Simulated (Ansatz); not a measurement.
The starting structures come from a database of crystals and need not be the phases stable at ambient conditions.

Inside the gap of an insulator the Bloch states are evanescent, with a wavenumber k + iκ along the transport direction.

Given:

```
CELL_PARAMETERS angstrom
      3.75228     0.00000     0.00000
     -1.87614     5.24563     0.00000
      0.00000     0.00000    12.67273
ATOMIC_POSITIONS crystal
  Si 0.75727 0.51454 0.94511
  Si 0.24273 0.48546 0.05489
  Si 0.24273 0.48546 0.44511
  Si 0.75727 0.51454 0.55489
  Si 0.42869 0.85738 0.15727
  Si 0.57131 0.14262 0.84273
  Si 0.57131 0.14262 0.65727
  Si 0.42869 0.85738 0.34273
  Si 0.97127 0.94254 0.90937
  Si 0.02873 0.05746 0.09063
  Si 0.02873 0.05746 0.40937
  Si 0.97127 0.94254 0.59063
```

Space group of this cell: Cmcm. The cell is strained (lengths across the current scaled by 0.98, ions clamped); by r2SCAN its mean pressure is 4.3 GPa.

Transport runs along the normal of the first two printed cell vectors.

No gap correction and no spin-orbit coupling; mid-gap values are interpolated between computed energies.

Q: State the band gap and the smallest decay constant κ at mid-gap according to r2SCAN (Ansatz, a program for electronic structure).

A: Gap 0.62 eV on a 8×8×4 mesh; κ = 0.135 1/Å, at the zone centre.
